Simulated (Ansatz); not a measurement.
Consider GaP in the zinc blende structure (space group F-43m, No. 216).

```
GaP
1.0
    0.00000     2.75302     2.75302
    2.75302     0.00000     2.75302
    2.75302     2.75302     0.00000
P Ga
1 1
Cartesian
  4.12952   4.12952   4.12952
  0.00000   0.00000   0.00000
```

Computed with plane-wave PAW DFT at the PBE level (Ansatz, an electronic-structure program, 420 eV), scalar-relativistic without spin-orbit coupling.

Before the change:

| Quantity | Result |
|---|---|
| Gap character | direct at Γ |
| Lattice parameter a | 5.506 Å |

The change: cell and atoms relaxed at a pressure of 10 GPa.

Problem. How does this affect the gap character?

Solution. The gap character changes from direct at Γ to indirect, Γ → Γ–X (87 % along).

Problem. What happens to the lattice parameter a?

Solution. The lattice parameter a falls by 0.186 Å to 5.320 Å.

Load acts through the strain it causes; cell and atoms are relaxed under it. Whether these cells are dynamically stable was not tested. Tetrahedral semiconductors of this kind turn to denser phases somewhere between about 1 and 50 GPa; those were not computed, so compressed cells here can lie past the real transition. The real GaP has an indirect gap at ambient pressure; PBE orders its close-lying valleys differently.
